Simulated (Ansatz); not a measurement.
Data:

```
CELL_PARAMETERS angstrom
      4.60623     0.00000     0.00000
      0.00000     4.60623     0.00000
      2.30311    -2.30311     3.18880
ATOMIC_POSITIONS crystal
  In 0.00000 0.00000 0.00000
  Sb 0.75000 0.75000 0.50000
```

No spin polarisation.

Computed with DFT with LDA, PAW potentials and a 420 eV plane-wave cutoff in Ansatz (a first-principles code), no spin-orbit coupling. Settings: 13×13×13 k-points, 0.05 eV Fermi–Dirac smearing.

### Question
Predict the pressure and space group.

### Answer
The pressure (mean of the normal stresses, compression positive) is -0.4 GPa and the space group is I-4m2 (No. 119).

The cells carry an imposed strain or load. Stability against distortions was not tested. The cell was made from InSb in the zinc blende structure (space group F-43m, No. 216) by this change: biaxial strain +1.00 %, plane normal [001], relaxed out of plane.
